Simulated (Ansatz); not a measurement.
Consider the following.

End structure of a constructed model of the (110) surface of bcc Nb, a pseudomorphic layer of Hf in the host's stacking (bottom of the slab: a bare face, its two planes held):

```
CELL_PARAMETERS angstrom
      2.86732     0.00000     0.00000
     -0.95577     2.70334     0.00000
      0.00000     0.00000    31.00000
ATOMIC_POSITIONS crystal
  Nb 0.50000 0.50000 0.26128
  Nb 0.00000 0.00000 0.33680
  Nb 0.50000 0.50000 0.41224
  Nb 0.00000 0.00000 0.48769
  Nb 0.50000 0.50000 0.56349
  Nb 0.00000 0.00000 0.63900
  Hf 0.50000 0.50000 0.71653
```

Slab: 7 atoms, 14.8 Å thick at the start; k 14x14x1, smearing 0.1 eV, dipole-corrected; 2 atoms held, the rest relaxed; start symmetry kept, larger cells not searched; no spin, no spin-orbit, no U. It is one candidate, not shown to be the stable structure of the face.

**Question.** Estimate the work function of the top face that Ansatz (an electronic-structure program) with PBE returns for this input.

**Answer.** 4.44 eV
